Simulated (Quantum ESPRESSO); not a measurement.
Worked example: self-consistent single point of SrGe2Ru2 (I4mm, 5 atoms in the cell) in Quantum ESPRESSO.

Level of theory: LDA (PZ), GBRV 1.5 ultrasoft (LDA) pseudopotentials (plane waves; Quantum ESPRESSO).

```xyz
5
Lattice="-2.1500 2.1500 5.1413 2.1500 -2.1500 5.1413 2.1500 2.1500 -5.1413" Properties=species:S:1:pos:R:3 pbc="T T T"
Sr     0.0000     0.0000     0.0500
Ge     0.0000     0.0000     6.6033
Ge     0.0000     0.0000     3.6793
Ru     0.0000     2.1500     2.5706
Ru     2.1500     0.0000     2.5706
```

Reference input (self-consistent single point, DFT, LDA (PZ), plane waves, GBRV 1.5 ultrasoft (LDA) pseudopotentials): ecutwfc = 50 Ry; ecutrho = 400 Ry; occupations = smearing; smearing = fd; degauss = 0.0073499 Ry; potentials = {Sr: sr_lda_v1.uspp.F.UPF, Ge: ge_lda_v1.4.uspp.F.UPF, Ru: ru_lda_v1.2.uspp.F.UPF}; K_POINTS = automatic 5 5 5 0 0 0; conv_thr = 1e-10 Ry; mixing_beta = 0.3. This run's input differs from it in these lines:

```diff
@@ -15,4 +15,4 @@
     occupations = 'smearing',
-    smearing = 'fd',
-    degauss = 0.0073499,
+    smearing = 'mp',
+    degauss = 0.073499,
 /
@@ -33,3 +33,3 @@
 K_POINTS {automatic}
-5 5 5  0 0 0
+8 8 8  0 0 0
 CELL_PARAMETERS {alat}
```

The program printed (abridged):

```
     Self-consistent Calculation

     iteration #  1     ecut=    50.00 Ry     beta= 0.30

     negative rho (up, down):  2.004E-01 0.000E+00

     total energy              =    -885.43614310 Ry
     estimated scf accuracy    <       1.34088500 Ry

     iteration #  2     ecut=    50.00 Ry     beta= 0.30

     negative rho (up, down):  1.999E-01 0.000E+00

     total energy              =    -885.38822219 Ry
     estimated scf accuracy    <       0.26458009 Ry

     iteration #  3     ecut=    50.00 Ry     beta= 0.30

     negative rho (up, down):  2.002E-01 0.000E+00

     total energy              =    -885.43067351 Ry
     estimated scf accuracy    <       0.05502114 Ry

   [... 8 blocks of this kind left out ...]

     iteration # 12     ecut=    50.00 Ry     beta= 0.30

     negative rho (up, down):  2.016E-01 0.000E+00

     total energy              =    -885.43559268 Ry
     estimated scf accuracy    <          4.6E-10 Ry

     iteration # 13     ecut=    50.00 Ry     beta= 0.30

     negative rho (up, down):  2.016E-01 0.000E+00
     End of self-consistent calculation

     the Fermi energy is    13.4233 ev

!    total energy              =    -885.43559269 Ry
     estimated scf accuracy    <          1.7E-11 Ry
     smearing contrib. (-TS)   =       0.01465573 Ry
     internal energy E=F+TS    =    -885.45024841 Ry

     convergence has been achieved in  13 iterations

     negative rho (up, down):  2.016E-01 0.000E+00

     Forces acting on atoms (cartesian axes, Ry/au):

     atom    1 type  1   force =     0.00000000    0.00000000   -0.00762814
     atom    2 type  2   force =     0.00000000    0.00000000   -0.00279056
     atom    3 type  2   force =     0.00000000    0.00000000    0.00561303
     atom    4 type  3   force =     0.00000000    0.00000000    0.00240284
     atom    5 type  3   force =     0.00000000    0.00000000    0.00240284

     Total force =     0.010442     Total SCF correction =     0.000005

     negative rho (up, down):  2.016E-01 0.000E+00
          total   stress  (Ry/bohr**3)                   (kbar)     P=      -40.57
  -0.00034355  -0.00000000  -0.00000000          -50.54       -0.00       -0.00
  -0.00000000  -0.00034355  -0.00000000           -0.00      -50.54       -0.00
   0.00000000   0.00000000  -0.00014031            0.00        0.00      -20.64

   JOB DONE.
```

The run converged in 13 iterations. Against the reference run the free energy rises by 27.2 meV/atom, the pressure goes from -3.79 to -4.06 GPa and the largest force goes from 0.181 to 0.196 eV/Å. The full log also holds: “c_bands:  1 eigenvalues not converged”.

The starting cell comes from a database of computed structures (which also holds hypothetical and non-ambient phases and stackings), without a prior relaxation at this level. Its lattice was rescaled by up to half a per cent. One atom was moved a little off its site on purpose. Spin polarisation is off. With a pressure of about -4 GPa the cell is away from its equilibrium volume at this level.

Cost on one core of a shared machine: roughly 6 min.
